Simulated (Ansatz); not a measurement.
Ag (model structure, I4₁/amd, No. 141, 2 atoms in the cell), treated with LDA (Ansatz, an electronic-structure program, PAW).

Settings: plane-wave cutoff 520 eV, 22×22×22 k mesh, Fermi–Dirac smearing 0.05 eV, no spin polarisation, scalar-relativistic PAW data made under PBE.

Cell (relaxed at this level):

```cif
data_Ag4
_chemical_formula_sum 'Ag4'
_space_group_name_H-M_alt 'I41/amd :1'
_space_group_IT_number 141
_space_group_name_Hall 'I 4bw 2bw -1bw'
_cell_length_a 5.12853
_cell_length_b 5.12853
_cell_length_c 2.68157
_cell_angle_alpha 90.000
_cell_angle_beta 90.000
_cell_angle_gamma 90.000
loop_
_atom_site_label
_atom_site_type_symbol
_atom_site_symmetry_multiplicity
_atom_site_Wyckoff_symbol
_atom_site_fract_x
_atom_site_fract_y
_atom_site_fract_z
_atom_site_occupancy
Ag1 Ag 4 a 0.00000 0.00000 0.00000 1
```
(The calculation used a cell of 2 atoms; values per cell refer to that cell.)

Q: What does this level give for the bulk modulus?

A: 
- bulk modulus = 114 GPa

The run finds no gap.

Note: the bulk modulus is −V dP/dV from two relaxed cells at ±2 % in volume; the relaxation could raise the start's symmetry but not lower it, so the cell can be a saddle point.

The computed numbers hold no vibrational or temperature effects.

A model structure was made by putting elements into a prototype or built by hand; it is no filed structure, need not be a known phase, and can be a saddle point held by its symmetry.
